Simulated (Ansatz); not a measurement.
Base system: WSi2 (space group I4/mmm, No. 139; a = 3.1853 Å, c = 7.7731 Å; relaxed with 0.1 eV smearing). Axes: x, y, z lie along a, b, c of the conventional cell.

The values are results of DFT with LDA, PAW potentials and a 420 eV plane-wave cutoff in Ansatz (a program for electronic structure), spin-orbit coupling left out, not measurements.

Strains are applied to the cell and any free atomic positions relax.

One change was made to it. Results:

The pressure (mean of the normal stresses, compression positive) goes from zero to 5.6 GPa; the energy increases by 9.9 meV/atom.

### Question
Name the change that was made.
A) uniaxial strain ε_zz = −1.00 %
B) uniaxial strain ε_zz = −2.00 %
C) uniaxial strain ε_zz = +2.50 %

### Answer
B, uniaxial strain ε_zz = −2.00 %. For comparison, the energy relative to the base in the other runs: uniaxial strain ε_zz = −1.00 % gives +2.4 meV/atom; uniaxial strain ε_zz = +2.50 % gives +13 meV/atom.

Stability against distortions was not tested. All final runs are without spin polarisation.
